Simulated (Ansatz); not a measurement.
# Pressure series in YN

Take YN in the rock salt structure (space group Fm-3m, No. 225; a = 4.856 Å) as the base.

Cell and atoms are relaxed at each pressure.

Levels (all Ansatz, an electronic-structure program, PAW): PBEsol (420 eV, spin-orbit coupling left out); HSE06 (420 eV, scalar-relativistic without spin-orbit coupling).

Band gaps by level, all at the geometries relaxed with PBEsol:

```
case              PBEsol       HSE06
---------------  -------  ----------
base             0.08 eV     1.05 eV
pressure −2 GPa  0.10 eV  (withheld)
pressure −1 GPa  0.09 eV  (withheld)
pressure 3 GPa      zero  (withheld)
pressure 5 GPa      zero  (withheld)
```

Task: Some entries are withheld; estimate them.

Result: 
- pressure −2 GPa, HSE06: 1.07 eV
- pressure −1 GPa, HSE06: 1.06 eV
- pressure 3 GPa, HSE06: 1.02 eV
- pressure 5 GPa, HSE06: 1.00 eV

Single points use the geometry relaxed with PBEsol. HSE06 was sampled on its mesh, a few special points and the semilocal edge points, so its gap is an upper bound. Load acts through the strain it causes; cell and atoms are relaxed under it. No phonon test of stability was made. Competing high-pressure phases were not computed. The base started in P3_121 and relaxed to Fm-3m at this level. The final runs are not spin-polarised. Gaps under 0.05 eV, about the width of the smearing, are given as zero. A zero or small gap of YN can be the functional's error rather than a property of the material.
